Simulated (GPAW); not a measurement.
Band structure of GaSb3 (Fm-3m, 4 atoms in the cell).

```xyz
4
Lattice="0.0000 3.7306 3.7306 3.7306 0.0000 3.7306 3.7306 3.7306 0.0000" Properties=species:S:1:pos:R:3 pbc="T T T"
Ga     0.0000     0.0000     0.0000
Sb     1.8653     1.8653     1.8653
Sb     5.5959     5.5959     5.5959
Sb     3.7306     3.7306     3.7306
```

Method: PBEsol, GPAW PAW datasets PBEsol (made by gpaw-setup) (plane waves; GPAW).

Settings: mode = pw; ecut = 600 eV; xc = PBEsol; kpts = 9 9 9; mesh shift (steps) = 0 0 0; occupations.name = methfessel-paxton; occupations.width = 0.136 eV; occupations.order = 0; nbands = -12; convergence.forces = 0.001 eV/Å; symmetry.symmorphic = false; symmetry.tolerance = 0.0005; maxiter = 120; bandpath_npoints = 40.

The starting cell comes from a database of computed structures (which also holds hypothetical and non-ambient phases and stackings), without a prior relaxation at this level. Spin-orbit coupling is off. The run gives no clean gap (levels at the Fermi energy touch, overlap or are partly filled at this smearing), which alone does not show that the compound is a metal.

Levels in eV from the Fermi level, bands 21 to 28:
| point | 21 | 22 | 23 | 24 | 25 | 26 | 27 | 28 |
|---|---|---|---|---|---|---|---|---|
| Γ | -2.49 | -2.49 | -2.31 | -2.31 | -2.31 | -0.61 | -0.61 | -0.61 |
| X | -5.08 | 0.67 | 1.01 | 1.12 | 1.12 | 1.97 | 1.97 | 2.10 |
| W | -2.90 | -2.41 | -2.33 | 1.49 | 1.60 | 2.24 | 2.24 | 3.37 |
| K | -2.89 | -1.35 | -0.85 | 0.18 | 1.03 | 1.53 | 2.89 | 3.15 |
| L | -3.47 | -2.52 | -2.52 | -0.30 | 0.03 | 2.13 | 2.13 | 3.06 |
| U | -2.89 | -1.35 | -0.85 | 0.18 | 1.03 | 1.53 | 2.89 | 3.15 |

Bands cross the Fermi level along this path, so the cell is metallic at this level.
